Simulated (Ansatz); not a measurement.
The parent structure is HfN in the rock salt structure (space group Fm-3m, No. 225; a = 4.5016 Å). Axes: x, y, z lie along the cube axes.

The change: biaxial strain −0.52 %, plane normal [111], relaxed out of plane (Cartesian); in-plane vectors clamped, the third vector and the atoms free.

Levels (all Ansatz, an electronic-structure program, PAW): PBEsol (420 eV, no spin-orbit coupling); r2SCAN (500 eV, spin-orbit coupling left out).

The geometry is relaxed with PBEsol.

PBEsol pressure: 1.6 GPa

Task: How does going to r2SCAN change the pressure?

Result: The pressure goes up by 4.7 GPa (1.6 GPa → 6.3 GPa).

Single points use the geometry relaxed with PBEsol. Their cutoffs differ, which shifts pressures a little. Whether these cells are dynamically stable was not tested. The final runs are not spin-polarised. An odd electron count without spin: HfN.
